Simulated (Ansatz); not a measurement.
**What isotropic strain −1.00 % does to MgS**

Start from MgS in the rock salt structure (space group Fm-3m, No. 225; a = 5.182 Å).

Modification: every lattice vector is shortened by 1.00 %, atoms relaxed at fixed cell.

Computed with Ansatz (a program for electronic structure) PBEsol, no spin-orbit coupling. Γ-centred 11×11×11 mesh, Fermi–Dirac width 0.05 eV.

| quantity | base | changed | shift |
|---|---|---|---|
| volume per atom | 17.39 Å³ | 16.88 Å³ | -0.517 Å³ |
| space group | Fm-3m (No. 225) | Fm-3m (No. 225) | – |
| shortest interatomic distance | 259.1 pm | 256.5 pm | -2.6 pm |
| energy relative to the base (free energy F) | 0 meV/atom | +3.9 meV/atom | +3.9 meV/atom |
| pressure | 0.0 kbar | 25.0 kbar | +25.0 kbar |
| band gap | 2.73 eV | 2.79 eV | +0.06 eV |
| gap character | indirect, Γ → X | indirect, Γ → X | – |
| smallest direct gap | 3.69 eV | 3.93 eV | +0.24 eV |
| mean gap deformation potential ΔEg/Δln V | – | -2.0 eV | – |
| width of the top valence band | 2.43 eV | 2.51 eV | +0.087 eV |
| electron mass | 0.53 mₑ along k, 0.29 mₑ across (at X) | 0.53 mₑ along k, 0.29 mₑ across (at X) | – |
| valley order (the lowest conduction-band minima on the path, energy above the VBM, named in the base's zone) | X along ⟨100⟩ 2.73 eV; Γ 3.69 eV | X along ⟨100⟩ 2.79 eV; Γ 3.93 eV | – |

Final structure:

```yaml
crystal:
  lattice:
    - [0.00000, 2.56509, 2.56509]
    - [2.56509, 0.00000, 2.56509]
    - [2.56509, 2.56509, 0.00000]
  atoms:
    - { symbol: Mg, position: [0.00000, 0.00000, 0.00000] }
    - { symbol: S, position: [0.50000, 0.50000, 0.50000] }
```

Cost of the whole job for the changed cell (relaxation, final SCF and bands): very roughly 6 core-seconds.

Effective masses come from finite differences of ±0.01 Å⁻¹. Along k means along the line from Γ to the band edge. Whether these cells are dynamically stable was not tested.
